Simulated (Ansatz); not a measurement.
AlSiCN (P3m1, No. 156; start mp-1227998) was calculated with G0W0@PBEsol (hard PAW, contour deformation; Ansatz, an electronic-structure program).

The same calculation (at the PBEsol cell, 10.419 Å³/atom) with different numerical settings; throughout: k mesh 3×3×2:

```json
[
 {"run": "1", "response cutoff (eV)": "100", "empty bands": "174", "quasiparticle gap on the mesh (eV)": "4.179", "quasiparticle gap at Γ (eV)": "5.267", "rough time": "20 core-s"},
 {"run": "2", "response cutoff (eV)": "150", "empty bands": "319", "quasiparticle gap on the mesh (eV)": "4.350", "quasiparticle gap at Γ (eV)": "5.372", "rough time": "40 core-s"},
 {"run": "3", "response cutoff (eV)": "200", "empty bands": "492", "quasiparticle gap on the mesh (eV)": "4.437", "quasiparticle gap at Γ (eV)": "5.406", "rough time": "80 core-s"},
 {"run": "4", "response cutoff (eV)": "250", "empty bands": "687", "quasiparticle gap on the mesh (eV)": "4.483", "quasiparticle gap at Γ (eV)": "5.418", "rough time": "4 core-min"},
 {"run": "5", "response cutoff (eV)": "300", "empty bands": "903", "quasiparticle gap on the mesh (eV)": "4.510", "quasiparticle gap at Γ (eV)": "5.424", "rough time": "10 core-min"},
 {"run": "6", "response cutoff (eV)": "400", "empty bands": "1391", "quasiparticle gap on the mesh (eV)": "?", "quasiparticle gap at Γ (eV)": "?", "rough time": "30 core-min"}
]
```

### Question
Some entries are withheld; supply them.

### Answer

- 6, quasiparticle gap on the mesh (eV): 4.540
- 6, quasiparticle gap at Γ (eV): 5.430

In the column quasiparticle gap on the mesh (eV) the first row differs from the last by -0.361 and the next to last by -0.030.

The last row is no converged limit: other settings stay fixed.

A start named mp-… is a Materials Project structure, which can be a computed phase never made.
